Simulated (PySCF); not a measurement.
PySCF 2.14.0, R2SCAN/def2-svpd, df: Pb(I) ([I][Pb+]), charge +1, multiplicity 1, 2 atoms. The geometry is a generated start, not checked to be a minimum at this level.

```yaml
task: energy
method: r2scan
basis: def2-svpd
two_electron_scheme: density fitting
mol.max_memory: 3000 MB
mf.max_cycle: 100
mf.init_guess: minao (default)
mf.DIIS: CDIIS (default)
mf.diis_space: 8 (default)
mf.conv_tol: 1e-09 (default)
mf.grids.level: 3 (default)
effective_core_potentials: those of the basis set, past Kr
basis_functions: 67
grid_points: 45192
```

```xyz
2

Pb    -0.8743    -0.6588    -0.7459
I      0.8743     0.6588     0.7459
```

Charge 1 and multiplicity 1 are set for this test and not shown to be the ground state.

One run each on 2 threads, 1 BLAS thread. Values of level_shift (Hartree) tried: 0 (default), 0.1, 0.3, 1.

Q: Which value of level_shift (Hartree) needs the fewest Fock builds, and what happens away from it?

A: Fewest Fock builds: 0 (default) with 14. The count rises to 68 at 1. All converge to one solution.

```
level_shift (Hartree)  Fock builds            end
---------------------  -----------  -------------
0 (default)                     14  same solution
0.1                             17  same solution
0.3                             27  same solution
1                               68  same solution
```
